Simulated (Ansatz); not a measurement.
PtBi (P6₃/mmc, No. 194, 4 atoms in the cell; start mp-1066078)

Computed with LDA (Ansatz, a first-principles code, plane waves, PAW).

Settings: plane-wave cutoff 520 eV, 18×18×10 k mesh (along the axes of the cell as run), Fermi–Dirac smearing 0.05 eV, scalar-relativistic PAW data made under PBE.

Cell (relaxed at this level):

```cif
data_Bi2Pt2
_chemical_formula_sum 'Bi2 Pt2'
_space_group_name_H-M_alt 'P63/mmc'
_space_group_IT_number 194
_space_group_name_Hall '-P 6c 2c'
_cell_length_a 4.32527
_cell_length_b 4.32527
_cell_length_c 5.46035
_cell_angle_alpha 90.000
_cell_angle_beta 90.000
_cell_angle_gamma 120.000
loop_
_atom_site_label
_atom_site_type_symbol
_atom_site_symmetry_multiplicity
_atom_site_Wyckoff_symbol
_atom_site_fract_x
_atom_site_fract_y
_atom_site_fract_z
_atom_site_occupancy
Bi1 Bi 2 c 0.33333 0.66667 0.25000 1
Pt1 Pt 2 a 0.00000 0.00000 0.00000 1
```

```json
{
  "band_gap": "none",
  "bulk_modulus": "131 GPa"
}
```

Note: the relaxation could not lower the start's symmetry, so the cell can be a saddle point above a distorted one; the bulk modulus is −V dP/dV from two relaxed cells at ±2 % in volume.

Spin–orbit coupling is not included; it can shift volumes and moduli of such heavy elements.

Cost on a shared machine: about 6 core-minutes (a rough figure).

A start named mp-… is a Materials Project structure, which need not be a measured phase.
